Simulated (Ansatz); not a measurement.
We consider 1T (CdI2-type) MgI2, described by r²SCAN+SOC in Ansatz (PAW).

The run printed, among other lines:

```
Relaxation: its limit of steps is 80 (relax.max_steps)
Crystal: 3 atoms, lattice volume = 106.767 Å³
Basis set: ecut = 560 eV, 3171 PW (Γ), exchange–correlation on 108×108×180 points (27 copies of the dense FFT grid, shifted against one another)
Bands: 54, of which v1, the nominal top of the filled ones, is band 44 counted from 1 (43 counted from 0)
Symmetry: 12 space group operations + 12 with time reversal
k-points: 100 of 864
Initial density: superposition of atomic densities (chi_scale 0.1, normalization cell, long waves kept (reshape's long-wave potential 0.19 eV rms))
Functional: x = r2scan, c = r2scan; τ floored in thin density (d = 2e-4 eV/Å³)
spin=Noncollinear: Resta preconditioning applied to the charge; magnetization (m_x, m_y, m_z) channels mix plain (no charge-response kernel on spin).
SCF 1 converged in 8 iterations: F = -16962.023114 eV  dr2 = 2.80e-8
Crystal: 3 atoms, lattice volume = 106.767 Å³
Initial density: handed on by an earlier stage of this run
spin=Noncollinear: Resta preconditioning applied to the charge; magnetization (m_x, m_y, m_z) channels mix plain (no charge-response kernel on spin).
SCF 2 converged in 6 iterations: F = -16962.024199 eV  dr2 = 2.65e-8
Crystal: 3 atoms, lattice volume = 106.767 Å³
spin=Noncollinear: Resta preconditioning applied to the charge; magnetization (m_x, m_y, m_z) channels mix plain (no charge-response kernel on spin).
SCF 3 converged in 5 iterations: F = -16962.025775 eV  dr2 = 4.84e-8
Crystal: 3 atoms, lattice volume = 106.767 Å³
spin=Noncollinear: Resta preconditioning applied to the charge; magnetization (m_x, m_y, m_z) channels mix plain (no charge-response kernel on spin).
SCF 4 converged in 5 iterations: F = -16962.025871 eV  dr2 = 3.61e-9
Crystal: 3 atoms, lattice volume = 106.767 Å³
spin=Noncollinear: Resta preconditioning applied to the charge; magnetization (m_x, m_y, m_z) channels mix plain (no charge-response kernel on spin).
SCF 5 converged in 7 iterations: F = -16962.025884 eV  dr2 = 4.74e-10
Crystal: 3 atoms, lattice volume = 106.767 Å³
spin=Noncollinear: Resta preconditioning applied to the charge; magnetization (m_x, m_y, m_z) channels mix plain (no charge-response kernel on spin).
SCF 6 converged in 7 iterations: F = -16962.025890 eV  dr2 = 1.54e-12
SCF converged after 7 iterations
Free energy (F): -16962.025890 eV
Internal energy: -16962.025890 eV  (E = F + TS)
E sigma→0 (E₀):  -16962.025890 eV
Fermi energy:    6.345391 eV
--- Forces (eV/Å), atoms counted from 1 ---
  atom   1  Mg     0.00000000     0.00000000     0.00000000
  atom   2  I     -0.00000000     0.00000000    -0.00003387
  atom   3  I      0.00000000    -0.00000000     0.00003387
--- Stress (GPa, compression-positive) ---
        0.213902       0.000000      -0.000000
        0.000000       0.213902       0.000000
       -0.000000       0.000000       0.207929
  P = ⅓ Tr σ = 0.2119 GPa (2.119 kbar)
```

**Question.** Write an input file that could have produced this run (the log leaves some choices open).

**Answer.** One answer among several that fit: 
Ansatz 0.2 input:
```yaml
crystal:
  lattice:
    - [2.0802461943, -3.6030921007, 0.0]
    - [2.0802461943, 3.6030921007, 0.0]
    - [0.0, 0.0, 7.1222564691]
  atoms:
    - { symbol: Mg, position: [0.0, 0.0, 0.0] }
    - { symbol: I, position: [0.3333333333, 0.6666666667, 0.2324097704] }
    - { symbol: I, position: [0.6666666667, 0.3333333333, 0.7675902296] }
basis:
  ecutwfc: 560
  ecutrho_ratio: 4
  xc_grid: 3
kpoints:
  mp_grid: { grid: [12, 12, 6] }
hamiltonian:
  xc: r2scan
  dispersion: none
  pseudopotentials: { kind: paw }
scf:
  occupations: { method: fermi_dirac, width: 0.01 }
output:
  forces: true
  stress: true
  eigenvalues: true
magnetization:
  noncollinear: true
  spin_orbit: true
relax:
  f_tol: 0.004
  escape_saddle: false
  max_steps: 80
  cell: { stress_tol: 0.02, fix: [volume] }
```

The cell is one volume of an energy–volume scan, off the minimum.

The PAW data were made under PBE.

Note: the cell comes from a level without a dispersion term, which matters for the spacing of layers, chains or molecules. Note: the cell has widely spaced layers and the level no dispersion term, so their spacing and the moduli can rest on weak binding.

Ansatz is an electronic-structure program.
